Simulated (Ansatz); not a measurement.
Mg, response to strain

Base system: Mg in the hcp (Mg type) structure (space group P6_3/mmc, No. 194; a = 3.1751 Å, c = 5.1628 Å; relaxed with 0.1 eV smearing). Axes: x lies along a and z along c of the hexagonal cell.

Strains are applied to the cell and any free atomic positions relax.

All numbers come from plane-wave PAW DFT at the PBEsol level (Ansatz, an electronic-structure program, 420 eV), no spin-orbit coupling.

Notes on the quantities. pressure: mean of the normal stresses, compression positive; energy relative to the base: free energy F.

```
case                              pressure  volume per atom  energy relative to the base
------------------------------  ----------  ---------------  ---------------------------
base                               0.0 GPa         22.54 Å³                   0 meV/atom
uniaxial strain ε_xx = −2.50 %     1.0 GPa         21.97 Å³                +3.2 meV/atom
uniaxial strain ε_xx = −2.00 %     0.8 GPa         22.09 Å³                +2.0 meV/atom
uniaxial strain ε_xx = −1.50 %  (withheld)         22.20 Å³                   (withheld)
uniaxial strain ε_xx = −1.00 %  (withheld)         22.31 Å³                +0.5 meV/atom
uniaxial strain ε_xx = −0.50 %     0.2 GPa         22.42 Å³                +0.1 meV/atom
uniaxial strain ε_xx = +1.00 %    -0.4 GPa         22.76 Å³                +0.5 meV/atom
uniaxial strain ε_xx = +2.00 %    -0.7 GPa         22.99 Å³                +1.8 meV/atom
uniaxial strain ε_xx = +2.50 %    -0.9 GPa         23.10 Å³                +2.7 meV/atom
uniaxial strain ε_xx = +3.00 %    -1.0 GPa         23.21 Å³                   (withheld)
```

**Question.** Some entries are withheld; estimate them.

**Answer.** 
- uniaxial strain ε_xx = −1.50 %, pressure: 0.6 GPa
- uniaxial strain ε_xx = −1.50 %, energy relative to the base: +1.1 meV/atom
- uniaxial strain ε_xx = −1.00 %, pressure: 0.4 GPa
- uniaxial strain ε_xx = +3.00 %, energy relative to the base: +3.9 meV/atom

Stability against distortions was not tested.
